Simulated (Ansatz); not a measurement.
# Effect of isotropic strain −1.50 % on GaAs

Start from GaAs in the zinc blende structure (space group F-43m, No. 216; a = 5.746 Å).

It is then changed as follows: every lattice vector is shortened by 1.50 %, atoms relaxed at fixed cell.

Computed with Ansatz (a program for electronic structure) PBE, no SOC. k-mesh 10×10×10 (Γ-centred); smearing 0.05 eV (Fermi–Dirac).

The volume per atom falls by 1.05 Å³ to 22.66 Å³ and the space group stays F-43m (No. 216). The shortest interatomic distance shrinks by 0.037 Å, from 2.488 Å to 2.451 Å and the energy rises by 9.6 meV/atom. The pressure goes from zero to 3.06 GPa and the band gap rises by 0.33 eV, from 0.16 eV to 0.49 eV. The gap character is still direct at Γ and the mean gap deformation potential ΔEg/Δln V comes out as -7.4 eV. The width of the top valence band rises by 0.206 eV (3.12 eV → 3.32 eV) and the electron mass is 0.029 mₑ (at Γ). The hole mass (degenerate bands, along [100]) is 0.029, 0.35, 0.35 mₑ (at Γ) and the valley order (the lowest conduction-band minima on the path, energy above the VBM, named in the base's zone) becomes Γ 0.49 eV; L along ⟨111⟩ 1.00 eV; a point along ⟨100⟩, about 0.9 Å⁻¹ from Γ 1.42 eV (base: Γ 0.16 eV; L along ⟨111⟩ 0.87 eV; a point along ⟨100⟩, about 0.9 Å⁻¹ from Γ 1.49 eV).

Final structure:

```xyz
2
Lattice="0.0000 2.8297 2.8297 2.8297 0.0000 2.8297 2.8297 2.8297 0.0000" Properties=species:S:1:pos:R:3 pbc="T T T"
Ga     0.0000     0.0000     0.0000
As     1.4148     1.4148     1.4148
```

Effective masses come from finite differences of ±0.01 Å⁻¹. Whether these cells are dynamically stable was not tested. The zero or small gap of GaAs can change with the level of theory.
